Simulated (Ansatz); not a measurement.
Consider Mg2Ge in the anti-fluorite structure (space group Fm-3m, No. 225; a = 6.364 Å). Axes: x, y, z lie along the cube axes.

The values are results of Ansatz (a quantum-chemistry and plane-wave program), PBEsol, PAW, cutoff 420 eV, scalar-relativistic without spin-orbit coupling, not measurements.

Strains are applied to the cell and any free atomic positions relax.

One change was made to it. Results:

```csv
quantity,base,after
shortest interatomic distance,2.756 Å,2.747 Å
band gap,0.08 eV,zero
"pressure (mean of the normal stresses, compression positive)",0.0 GPa,0.5 GPa
energy relative to the base (free energy F),0 meV/atom,+0.8 meV/atom
```

Question: Which of these changes matches the shifts?
(A) uniaxial strain ε_zz = +2.00 %
(B) uniaxial strain ε_zz = +0.50 %
(C) uniaxial strain ε_zz = −1.00 %
(D) uniaxial strain ε_zz = −2.00 %

Answer: C, uniaxial strain ε_zz = −1.00 %. For comparison, the shortest interatomic distance in the other runs: uniaxial strain ε_zz = +0.50 % gives 2.760 Å; uniaxial strain ε_zz = −2.00 % gives 2.738 Å; uniaxial strain ε_zz = +2.00 % gives 2.774 Å.

Whether these cells are dynamically stable was not tested. All final runs are without spin polarisation. Gaps under 0.05 eV, about the width of the smearing, are given as zero. A zero or small gap of Mg2Ge can be the functional's error rather than a property of the material.
